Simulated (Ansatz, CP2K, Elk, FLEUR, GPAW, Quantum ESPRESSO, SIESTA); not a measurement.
# Zr3Sn (Pm-3n, 8 atoms in the cell) computed with different codes at matched settings

Self-consistent single point, at a second geometry (lattice scaled by 0.98). First geometry:

```
Zr3Sn
1.0
    5.57671     0.00000     0.00000
    0.00000     5.57671     0.00000
    0.00000     0.00000     5.57671
Zr Sn
6 2
Direct
  0.50000   0.25000   0.00000
  0.50000   0.75000   0.00000
  0.25000   0.00000   0.50000
  0.75000   0.00000   0.50000
  0.00000   0.50000   0.25000
  0.00000   0.50000   0.75000
  0.50000   0.50000   0.50000
  0.00000   0.00000   0.00000
```

Shared settings, as Ansatz (a program for electronic structure) writes them: kpoints.mp_grid.grid = 5 5 5; scf.occupations.method = fermi_dirac; scf.occupations.width = 0.0073 Ry. Potentials and cutoffs stand in the table.

```json
[
 {"code": "Quantum ESPRESSO", "model": "LDA (PZ), GBRV 1.5 ultrasoft (LDA) pseudopotentials", "ΔF from the first geometry (meV/atom)": "-0.3", "pressure (GPa)": "3.64", "cutoff": "40 Ry"},
 {"code": "Ansatz", "model": "LDA (PW92), PAW files made with PBE", "ΔF from the first geometry (meV/atom)": "-0.3", "pressure (GPa)": "3.69", "cutoff": "default"},
 {"code": "Elk", "model": "LDA (PW92), all-electron FP-LAPW, Elk's shipped species files, APW+lo basis with extra local orbitals", "ΔF from the first geometry (meV/atom)": "0.0", "pressure (GPa)": "–", "cutoff": "rgkmax 8"},
 {"code": "FLEUR", "model": "LDA (Perdew-Zunger), all-electron FLAPW (FLEUR), scalar-relativistic valence", "ΔF from the first geometry (meV/atom)": "1.8", "pressure (GPa)": "–", "cutoff": "Kmax 4.1 1/bohr"},
 {"code": "GPAW", "model": "LDA (Perdew-Wang 92), GPAW PAW datasets LDA (gpaw-data 1.0.1)", "ΔF from the first geometry (meV/atom)": "-4.3", "pressure (GPa)": "3.00", "cutoff": "600 eV"},
 {"code": "CP2K", "model": "LDA (Pade form), GPW, DZVP-MOLOPT-SR-GTH basis, GTH-PADE potentials (GTH_POTENTIALS)", "ΔF from the first geometry (meV/atom)": "-0.6", "pressure (GPa)": "3.64", "cutoff": "grid 500 Ry"},
 {"code": "SIESTA", "model": "LDA PW92, numerical atomic orbitals TZP, PseudoDojo LDA standard norm-conserving potentials (rewritten from UPF to PSML)", "ΔF from the first geometry (meV/atom)": "1.2", "pressure (GPa)": "3.99", "cutoff": "grid 300 Ry"}
]
```

A dash marks a value that a program does not give, or that is left out as unsure.

The spread over the programs that give each value: ΔF from the first geometry within 6.1 meV/atom; pressure within 0.99 GPa.

CP2K and SIESTA use small atom-centred bases, whose incompleteness enters pressures, forces and empty levels differently from a plane-wave cutoff. Elk and FLEUR treat all electrons, but the usual bases taken here (sphere radii, linearisation, local orbitals, empty states) were not tested for convergence, so the values are no reference for the others. Ansatz's pressure is given at a fixed set of plane waves, as the other plane-wave codes print theirs. The same LDA comes in different parametrisations, which differ slightly.

The starting cell comes from a database of computed structures (which also holds hypothetical and non-ambient phases and stackings), without a prior relaxation at this level. Its lattice was rescaled by a random factor within 2.5 % of one. For this run, on top of that: lattice scaled by 0.98.

Keys are those of Ansatz 0.2.
